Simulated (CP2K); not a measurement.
CP2K run on Mg₁₄CdBi (P-6m2, 16 atoms in the cell): self-consistent single point.

Method: LDA (Pade form), GPW, DZVP-MOLOPT-SR-GTH basis, GTH-PADE potentials (GTH_POTENTIALS) (CP2K 2026.2).

```yaml
crystal:
  lattice:
    - [6.40900, 0.00000, 0.00000]
    - [-3.20450, 5.55036, 0.00000]
    - [0.00000, 0.00000, 10.44477]
  atoms:
    - { symbol: Mg, position: [0.99970, 0.49985, 0.00000] }
    - { symbol: Mg, position: [0.50015, 0.00030, 0.00000] }
    - { symbol: Mg, position: [0.50015, 0.49985, 0.00000] }
    - { symbol: Mg, position: [0.99923, 0.49961, 0.50000] }
    - { symbol: Mg, position: [0.50038, 0.00077, 0.50000] }
    - { symbol: Mg, position: [0.50038, 0.49961, 0.50000] }
    - { symbol: Mg, position: [0.16961, 0.83039, 0.24370] }
    - { symbol: Mg, position: [0.66078, 0.83039, 0.75630] }
    - { symbol: Mg, position: [0.16961, 0.33922, 0.24370] }
    - { symbol: Mg, position: [0.16961, 0.83039, 0.75630] }
    - { symbol: Mg, position: [0.66078, 0.83039, 0.24370] }
    - { symbol: Mg, position: [0.16961, 0.33922, 0.75630] }
    - { symbol: Mg, position: [0.66667, 0.33333, 0.24968] }
    - { symbol: Mg, position: [0.66667, 0.33333, 0.75032] }
    - { symbol: Cd, position: [0.00000, 0.00000, 0.00000] }
    - { symbol: Bi, position: [0.00000, 0.00000, 0.50000] }
```

Reference input (self-consistent single point, DFT LDA (Pade form), GPW, DZVP-MOLOPT-SR-GTH basis, GTH-PADE potentials (GTH_POTENTIALS)): CUTOFF = 1000 Ry; REL_CUTOFF = 40 Ry; SMEAR/METHOD = FERMI_DIRAC; ELECTRONIC_TEMPERATURE = 1160.45 K; KPOINTS/SCHEME = MACDONALD 6 6 3 0.08333333333 0.08333333333 0; XC_FUNCTIONAL = PADE; Mg/BASIS_SET = DZVP-MOLOPT-SR-GTH-q10; Mg/POTENTIAL = GTH-PADE-q10; Cd/BASIS_SET = DZVP-MOLOPT-SR-GTH-q12; Cd/POTENTIAL = GTH-PADE-q12; Bi/BASIS_SET = DZVP-MOLOPT-SR-GTH-q5; Bi/POTENTIAL = GTH-PADE-q5. This run's input differs from it in these lines:

```diff
@@ -35,4 +35,4 @@
       &SMEAR ON
-        METHOD FERMI_DIRAC
-        ELECTRONIC_TEMPERATURE [K] 1160.45
+        METHOD GAUSSIAN
+        SIGMA [eV] 0.3
       &END SMEAR
```

The program printed (abridged):

```
 SCF WAVEFUNCTION OPTIMIZATION

  Step     Update method      Time    Convergence         Total energy    Change
     1 NoMix/Diag. 0.20E+00      -     0.85184548      -937.9037996730 -9.38E+02
     2 Broy./Diag. 0.20E+00      -     0.03755987      -938.4461199714 -5.42E-01
     3 Broy./Diag. 0.20E+00      -     0.14951108      -936.7942877004  1.65E+00
     4 Broy./Diag. 0.20E+00      -     0.02052290      -935.8068259121  9.87E-01
     5 Broy./Diag. 0.20E+00      -     0.02159091      -935.8741474859 -6.73E-02
     6 Broy./Diag. 0.20E+00      -     0.00341673      -935.8773242363 -3.18E-03
     7 Broy./Diag. 0.20E+00      -     0.00469442      -935.8696544398  7.67E-03
     8 Broy./Diag. 0.20E+00      -     0.00032501      -935.8553244421  1.43E-02
     9 Broy./Diag. 0.20E+00      -     0.00077522      -935.8462966560  9.03E-03
    10 Broy./Diag. 0.20E+00      -     0.00005235      -935.8443996964  1.90E-03
    11 Broy./Diag. 0.20E+00      -     0.00007696      -935.8461818682 -1.78E-03
    12 Broy./Diag. 0.20E+00      -     0.00000924      -935.8466610563 -4.79E-04
    13 Broy./Diag. 0.20E+00      -     0.00001799      -935.8465376413  1.23E-04
    14 Broy./Diag. 0.20E+00      -     0.00000036      -935.8465135349  2.41E-05
  *** SCF run converged in    14 steps ***

  Overlap energy of the core charge distribution:               0.00000000000000
  Self energy of the core charge distribution:              -1957.68107551570529
  Core Hamiltonian energy:                                    593.58182061603407
  Hartree energy:                                             553.04337516261194
  Exchange-correlation energy:                               -124.78054784404353
  Smearing free energy correction:                             -0.01008595385528
  Fermi energy:                                                 0.19184310947915

  Total energy:                                              -935.84651353493530
  Total energy (extrapolated to sigma->0):                   -935.84147055800770

                     Mulliken Population Analysis

   [... lines left out ...]

 STRESS| Analytical stress tensor [bar]
 STRESS|                        x                   y                   z
 STRESS|      x       -1.13502487636E+04  -2.36454196176E+00  -2.26116589213E-02
 STRESS|      y       -2.36454196176E+00  -1.13533776823E+04  -2.20594234484E-03
 STRESS|      z       -2.26116589213E-02  -2.20594234484E-03  -1.55051856497E+04
 STRESS| 1/3 Trace                                            -1.27362706986E+04
```

The run converged in 14 iterations. Against the reference run the free energy drops by 2.2 meV/atom, the pressure moves little (-1.29 to -1.27 GPa) and the largest force hardly changes (0.243 to 0.246 eV/Å).

The starting cell comes from a database of computed structures (which also holds hypothetical and non-ambient phases and stackings), without a prior relaxation at this level. Values carry the incompleteness of an atom-centred basis.

Cost on one core of a shared machine: roughly 3 min.
